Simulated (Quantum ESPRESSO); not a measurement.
Input and output of a self-consistent single point for Ca2H3Br (P1, 6 atoms in the cell) (Quantum ESPRESSO).

Method: PBEsol, GBRV 1.5 ultrasoft (PBESOL) pseudopotentials (plane waves; Quantum ESPRESSO 7.5).

The change in words: lattice scaled by 0.98. Reference geometry:
```
Ca2H3Br
1.0
    3.90294     0.00000     0.00000
   -1.95147     3.38004     0.00000
    0.00000     0.00000     6.85353
Ca H Br
2 3 1
Cartesian
  1.98010   1.14401   1.26589
  0.01718   2.26733   5.58472
  1.91772   1.10153   5.83289
 -0.02111   2.25167   1.02805
  0.00076  -0.00317  -0.01563
  0.00829  -0.00128   3.43790
```

Reference input (self-consistent single point, DFT, PBEsol, plane waves, GBRV 1.5 ultrasoft (PBESOL) pseudopotentials): ecutwfc = 40 Ry; ecutrho = 200 Ry; occupations = smearing; smearing = fermi-dirac; degauss = 0.000734986 Ry; potentials = {Ca: ca_pbesol_v1.uspp.F.UPF, H: h_pbesol_v1.4.uspp.F.UPF, Br: br_pbesol_v1.4.uspp.F.UPF}; K_POINTS = automatic 6 6 3 0 0 0; conv_thr = 1e-11 Ry. This run's input differs from it in these lines:

```diff
@@ -26,5 +26,5 @@
 CELL_PARAMETERS angstrom
-   3.902940000     0.000000000     0.000000000
-  -1.951470000     3.380045000     0.000000000
-   0.000000000     0.000000000     6.853530000
+   3.824881000     0.000000000     0.000000000
+  -1.912441000     3.312444000     0.000000000
+   0.000000000     0.000000000     6.716459000
 ATOMIC_POSITIONS crystal
```

Log, with long lists cut:

```
     Self-consistent Calculation

     iteration #  1     ecut=    40.00 Ry     beta= 0.70

     total energy              =    -193.98599077 Ry
     estimated scf accuracy    <       0.31165042 Ry

     iteration #  2     ecut=    40.00 Ry     beta= 0.70

     total energy              =    -194.06100317 Ry
     estimated scf accuracy    <       0.06623261 Ry

     iteration #  3     ecut=    40.00 Ry     beta= 0.70

     total energy              =    -194.08101375 Ry
     estimated scf accuracy    <       0.00230504 Ry

   [... 7 blocks of this kind left out ...]

     iteration # 11     ecut=    40.00 Ry     beta= 0.70

     total energy              =    -194.08212391 Ry
     estimated scf accuracy    <          6.9E-11 Ry

     iteration # 12     ecut=    40.00 Ry     beta= 0.70
     End of self-consistent calculation

     the Fermi energy is     9.1686 ev

!    total energy              =    -194.08212391 Ry
     estimated scf accuracy    <          7.0E-13 Ry
     smearing contrib. (-TS)   =       0.00000000 Ry
     internal energy E=F+TS    =    -194.08212391 Ry

     convergence has been achieved in  12 iterations

     Forces acting on atoms (cartesian axes, Ry/au):

     atom    1 type  1   force =    -0.00638846   -0.00302256    0.00620975
     atom    2 type  1   force =    -0.00456063   -0.00402122   -0.00519115
     atom    3 type  2   force =     0.00637385    0.00496674    0.00011035
     atom    4 type  2   force =     0.00632310    0.00216167   -0.00055407
     atom    5 type  2   force =    -0.00193000   -0.00075972    0.00138256
     atom    6 type  3   force =     0.00018215    0.00067510   -0.00195745

     Total force =     0.016530     Total SCF correction =     0.000004

          total   stress  (Ry/bohr**3)                   (kbar)     P=        9.63
   0.00007272   0.00000653  -0.00000300           10.70        0.96       -0.44
   0.00000653   0.00007233  -0.00000175            0.96       10.64       -0.26
  -0.00000300  -0.00000175   0.00005134           -0.44       -0.26        7.55

   JOB DONE.
```

The run converged in 12 iterations. Against the reference run the free energy drops by 2.6 meV/atom, the pressure goes from -1.80 to 0.96 GPa, the largest force goes from 0.188 to 0.242 eV/Å and the gap on the mesh goes from 1.626 to 1.641 eV.

The starting cell comes from a database of computed structures (which also holds hypothetical and non-ambient phases and stackings), without a prior relaxation at this level. Its atoms were displaced at random from the sites of space group no. 164. For this run, on top of that: lattice scaled by 0.98.

Cost on one core of a shared machine: roughly 50 s.
